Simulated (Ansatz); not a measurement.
An Ansatz (a first-principles code) run: KTaO3 with a change (biaxial strain −1.77 %, plane normal [111], relaxed out of plane); PBEsol (Ansatz), scalar-relativistic without spin-orbit coupling, earlier PAW set.

Input:

Ansatz 0.2 input:
```yaml
crystal:
  lattice:
    - [5.5347691309, 0, 0]
    - [2.7673845655, 4.7932506715, 0]
    - [2.7673845655, -1.5977502238, 2.3206323345]
  atoms:
    - { symbol: K, position: [0, 0, 0] }
    - { symbol: Ta, position: [0, 0.5, 0.5] }
    - { symbol: O, position: [0, 0.5, 0] }
    - { symbol: O, position: [0.5, 0.5, 0] }
    - { symbol: O, position: [0.5, 0, 0] }
basis: { ecutwfc: 420, ecutrho_ratio: 4, xc_grid: 2, fft_grid_basis: typed }
kpoints: { mp_grid: { grid: [8, 8, 8] } }
hamiltonian:
  xc: pbesol
  dispersion: none
  pseudopotentials: { azcp: { folder: ./paw }, kind: paw }
scf: { occupations: { method: fermi_dirac, width: 0.05 } }
relax: { f_tol: 0.005, max_steps: 50, cell: { stress_tol: 0.01, fix: [a, b, gamma] } }
output: { forces: true, stress: true }
checkpoint: { write: state.ck, write_every: 1000 }
```

Output (explanatory and most iteration lines left out):

```
Relaxation: its limit of steps is 50 (relax.max_steps)
Pseudopotential: K, paw, valence charge 9
Pseudopotential: Ta, paw, valence charge 13
Pseudopotential: O, paw, valence charge 6
Crystal: 5 atoms, lattice volume = 61.565 Å³
Basis set: ecut = 420 eV, 1213 PW (Γ), exchange–correlation on 80×80×54 points (8 copies of the dense FFT grid, shifted against one another)
Bands: 25, of which v1, the nominal top of the filled ones, is band 20 counted from 1 (19 counted from 0)
Symmetry: 12 space group operations
Space group: R-3m (ITA 166), of the structure as read, at distance tolerance 3.9e-5 Å
k-points: 65 of 512
Functional: x = pbesol(κ = 0.804, μ = 0.12345679012345678), c = pbesol(β = 0.046)
SCF iter   1: F=—  HF=-13012.407482 eV  |F-HF|=—  |Δ(HF+E_count)|=         —  Δρ=5.57e-2  dr2=1.67e0  ethr=3.10e-3  ⟨swp⟩=6.6  Hψ=8187  notcnv=0
SCF iter   2: F=—  HF=-13012.077620 eV  |F-HF|=—  |Δ(HF+E_count)|=   3.30e-1  Δρ=2.94e-2  dr2=4.62e-1  ethr=3.10e-3  ⟨swp⟩=2.1  Hψ=3130  notcnv=0  defer=62
SCF 1 converged in 8 iterations: F = -13011.982706 eV  dr2 = 4.88e-9
relax step   1: F+E_penalty+E_count = -13011.98270611 eV  Δ(F+E_penalty+E_count) = +0.000e0 eV  max|allowed force component| = 1.452e-29 eV/Å  Δτ_max = 0.0000 Å  P = +5.801 GPa  Ω = 61.565 Å³  fix = [a, b, gamma]  reactions: a +7.613, b +7.613 GPa  (8 SCF iters, dr2 threshold 1.00e-7 eV, accepted)
[... steps on the carried basis left out ...]
relax step   5: F+E_penalty+E_count = -13011.98521109 eV  Δ(F+E_penalty+E_count) = +1.379e-5 eV  max|allowed force component| = 1.315e-29 eV/Å  Δτ_max = 0.0000 Å  P = +4.429 GPa  Ω = 61.938 Å³  energy of the carried Pulay correction = -1.457e-5 eV  fix = [a, b, gamma]  reactions: a +6.644, b +6.644 GPa  (4 SCF iters, dr2 threshold 3.69e-9 eV, accepted)
Crystal: 5 atoms, lattice volume = 61.938 Å³
SCF iter   1: F=—  HF=-13011.985213 eV  |F-HF|=—  |Δ(HF+E_count)|=         —  Δρ=1.04e-6  dr2=2.38e-10  ethr=3.31e-9  ⟨swp⟩=3.7  Hψ=13062  notcnv=0
SCF iter   2: F=—  HF=-13011.985223 eV  |F-HF|=—  |Δ(HF+E_count)|=   9.91e-6  Δρ=5.41e-7  dr2=1.00e-10  ethr=1.00e-12  ⟨swp⟩=2.9  Hψ=3220  notcnv=0
SCF 6 converged in 4 iterations: F = -13011.985223 eV  dr2 = 9.94e-13
SCF converged after 4 iterations
Free energy (F): -13011.985223 eV
Internal energy: -13011.985223 eV  (E = F + TS)
E sigma→0 (E₀):  -13011.985223 eV
Fermi energy:    10.035781 eV
--- Forces (eV/Å), atoms counted from 1 ---
  atom   1  K      0.00000000    -0.00000000     0.00000000
  atom   2  Ta     0.00000000     0.00000000     0.00000000
  atom   3  O     -0.00000000     0.00000000     0.00000000
  atom   4  O     -0.00000000    -0.00000000     0.00000000
  atom   5  O     -0.00000000     0.00000000     0.00000000
--- Stress (GPa, compression-positive) ---
        6.644025      -0.000000      -0.000000
       -0.000000       6.644025      -0.000000
       -0.000000      -0.000000       0.000744
  P = ⅓ Tr σ = 4.4296 GPa (44.296 kbar)
--- Relaxed structure (4 steps of the walk, 4 accepted, 2 SCFs on fresh bases) ---
  cell:  # Å, volume = 61.9375 Å³
    - [5.53476913093388, -2.8867531763124663e-11, -7.9500928529738e-11]
    - [2.76738456549194, 4.793250671456226, -7.417516044126886e-11]
    - [2.7673845654921414, -1.5977502238212196, 2.334662639664978]
  atoms:
    - { symbol: K, position: [-3.479803076860764e-36, 3.6772772033345514e-37, 3.112185064355881e-36] }
    - { symbol: Ta, position: [-5.551115123125783e-17, 0.5, 0.5] }
    - { symbol: O, position: [-2.7085855223938056e-17, 0.5, 0.0] }
    - { symbol: O, position: [0.5, 0.5, -6.462348535570529e-27] }
    - { symbol: O, position: [0.5, 8.077935669463161e-28, 0.0] }
```

Spin-orbit coupling, missing from the scalar runs, can matter with Ta. Stability against distortions was not tested. The cell was made from KTaO$_{3}$ in the cubic perovskite structure (space group Pm-3m, No. 221) by this change: biaxial strain −1.77 %, plane normal [111], relaxed out of plane.
